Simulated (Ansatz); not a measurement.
Consider Mo in the bcc (W type) structure (space group Im-3m, No. 229; a = 3.151 Å; relaxed with 0.1 eV smearing). Axes: x, y, z lie along the cube axes.

All numbers come from DFT with r2SCAN, PAW potentials and a 500 eV plane-wave cutoff in Ansatz (an electronic-structure program), without spin-orbit coupling, earlier PAW set.

Perturbation: compressive biaxial strain of 3.71 % in the plane normal to [001], as in epitaxy on a mismatched substrate; the out-of-plane cell vector and the atoms relax.

Q: Estimate the effect on the energy relative to the base, in-plane stress and out-of-plane strain.

A: The energy grows by 78 meV/atom; the mean in-plane stress (compression positive) amounts to +22.2 GPa; the out-of-plane strain is +2.85 %.

Whether these cells are dynamically stable was not tested. The final runs are not spin-polarised.
